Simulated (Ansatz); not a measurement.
Base system: GaN in the zinc blende structure (space group F-43m, No. 216; a = 4.498 Å). Axes: x, y, z lie along the cube axes.

Level of theory: plane-wave PAW DFT at the r2SCAN level (Ansatz, a first-principles code, 500 eV), spin-orbit coupling left out.

Before the change:

- Gap character: direct at Γ
- Band gap: 2.17 eV
- Valence-band top at Γ: 0.00, 0.00, 0.00 eV

Now apply this change: tensor shear ε_xy = +0.57 % (engineering shear γ = 0.0114); the atoms relax in the strained cell.

Problem. Predict the new energy relative to the base, gap character, band gap and valence-band top at Γ.

Solution. The energy increases by 0.7 meV/atom; the gap character remains direct at Γ; the band gap falls by 0.04 eV, from 2.17 eV to 2.13 eV; the valence-band top at Γ (three highest levels, from the VBM) becomes 0.00, -0.04, -0.07 eV (base: 0.00, 0.00, 0.00 eV).

Stability against distortions was not tested. This is not the structure that GaN has at room temperature and ambient pressure. k-point labels follow each cell's own Brillouin zone.
